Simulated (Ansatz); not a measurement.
# Evanescent states of LiNbO₃ (R3c, 10 atoms a cell, 10.6 Å³ an atom) along the normal of (110)

The numbers are results of r2SCAN (plane waves, PAW; Ansatz, a program for electronic structure), not measurements.

No gap correction and no spin-orbit coupling; mid-gap is the computed energy nearest the middle.

Energies count from the valence-band top; κ is the least over a 6×4 mesh across the current.

```
E (eV)  κ (1/Å)  where
------  -------  -----
0.10      0.182      Γ
0.28      0.286      Γ
0.47      0.351  off Γ
0.67      0.385      Γ
0.85      0.401      Γ
1.04        [?]      Γ
1.24        [?]      Γ
1.43        [?]      Γ
1.61        [?]  off Γ
1.80        [?]  off Γ
2.00        [?]  off Γ
2.19        [?]  off Γ
2.38        [?]  off Γ
2.56        [?]  off Γ
2.75        [?]  off Γ
2.94        [?]      Γ
3.13      0.373      Γ
3.33      0.341      Γ
3.52      0.298      Γ
3.71      0.239      Γ
3.90      0.135      Γ
```

### Question
Some entries are withheld; supply them.

### Answer

- 1.04, κ (1/Å): 0.414
- 1.24, κ (1/Å): 0.425
- 1.43, κ (1/Å): 0.433
- 1.61, κ (1/Å): 0.439
- 1.80, κ (1/Å): 0.442
- 2.00, κ (1/Å): 0.442
- 2.19, κ (1/Å): 0.440
- 2.38, κ (1/Å): 0.435
- 2.56, κ (1/Å): 0.427
- 2.75, κ (1/Å): 0.415
- 2.94, κ (1/Å): 0.397
